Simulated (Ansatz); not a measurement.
# ScPdN2 (model structure, started from the PtCoO2 type, R-3m, No. 166, 4 atoms in the cell): properties by level of theory

```csv
level (code),lattice constant a (Å),c axis length (Å),bulk modulus (GPa),cohesive energy (eV/atom)
LDA (Ansatz),3.183,17.635,133,5.77
PBE (Ansatz),3.284,17.837,114,4.73
r²SCAN (Ansatz),3.254,17.838,124,4.64
```

Caveats: the bulk modulus is −V dP/dV from two relaxed cells at ±2 % in volume (LDA, PBE, r²SCAN). Ansatz's density-functional and Hartree–Fock values are scalar-relativistic unless marked +SOC, with PAW data made under PBE.

Free atoms are spin-polarised, in the lowest state found; at levels without +SOC their spin–orbit coupling is left out.

Static lattice: no zero-point or thermal effects.

A model structure was made by putting elements into a prototype or built by hand; it is no filed structure, need not be a known phase, and can be a saddle point held by its symmetry.

Ansatz is a quantum-chemistry and plane-wave program.
